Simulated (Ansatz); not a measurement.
Response to strain in Rh

The reference is Rh in the fcc (Cu type) structure (space group Fm-3m, No. 225; a = 3.800 Å). Axes: x, y, z lie along the cube axes.

Strains are applied to the cell and any free atomic positions relax; under biaxial strain the out-of-plane vector relaxes too; under stress the whole cell relaxes.

Calculations: Kohn–Sham DFT with the r2SCAN functional, run in Ansatz (a first-principles code) with PAW and 500 eV plane waves, spin-orbit coupling left out.

Candidates:
(a) biaxial strain −2.33 %, plane normal [001], relaxed out of plane
(b) biaxial strain +1.14 %, plane normal [001], relaxed out of plane
(c) uniaxial stress, 2 GPa tension along z
(d) biaxial strain +0.69 %, plane normal [001], relaxed out of plane
(e) biaxial strain +3.58 %, plane normal [110], relaxed out of plane

Notes on the quantities. energy relative to the base: free energy F.

Order them by energy relative to the base, highest first.

(e) biaxial strain +3.58 %, plane normal [110], relaxed out of plane (+58 meV/atom), (a) biaxial strain −2.33 %, plane normal [001], relaxed out of plane (+24 meV/atom), (b) biaxial strain +1.14 %, plane normal [001], relaxed out of plane (+5.1 meV/atom), (d) biaxial strain +0.69 %, plane normal [001], relaxed out of plane (+1.9 meV/atom), (c) uniaxial stress, 2 GPa tension along z (+0.5 meV/atom)

A biaxial case was relaxed in a doubled cell and then solved in the primitive one. Without a gap, meshes like the base's 21×21×21 leave anisotropic stresses uncertain by several tenths of a GPa, and small strain energies with them. Stability under load was not tested beyond the relaxation. The final runs are not spin-polarised. Rh lies near a magnetic instability that expansion can trigger; it was not tested.
